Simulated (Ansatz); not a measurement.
# Mo: pressure series

Take Mo in the bcc (W type) structure (space group Im-3m, No. 229; a = 3.151 Å) as the base.

Cell and atoms are relaxed at each pressure.

All numbers come from r2SCAN/PAW in Ansatz (a quantum-chemistry and plane-wave program), no spin-orbit coupling, earlier PAW set.

| pressure (GPa) | volume per atom (Å³/atom) |
|---|---|
| -2 | 15.759 |
| -1 | 15.700 |
| 0 | 15.641 |
| 1.8 | 15.539 |
| 9 | ? |
| 18 | 14.751 |
| 30 | 14.277 |
| 45 | 13.777 |
| 60 | 13.346 |

Question: Fit the third-order Birch–Murnaghan form P(V) = (3B₀/2)[(V₀/V)^(7/3) − (V₀/V)^(5/3)]·[1 + (3/4)(B₀′ − 4)((V₀/V)^(2/3) − 1)] (squares taken in P) to the rows shown and predict the withheld row.

Answer: Least squares on the printed values gives V₀ = 15.641 Å³/atom, B₀ = 272 GPa, B₀′ = 4.1; this predicts 15.164 Å³/atom, and the run gives 15.162 Å³/atom, 0.002 lower.

Load acts through the strain it causes; cell and atoms are relaxed under it. No phonon test of stability was made. Competing high-pressure phases were not computed. The final runs are not spin-polarised.
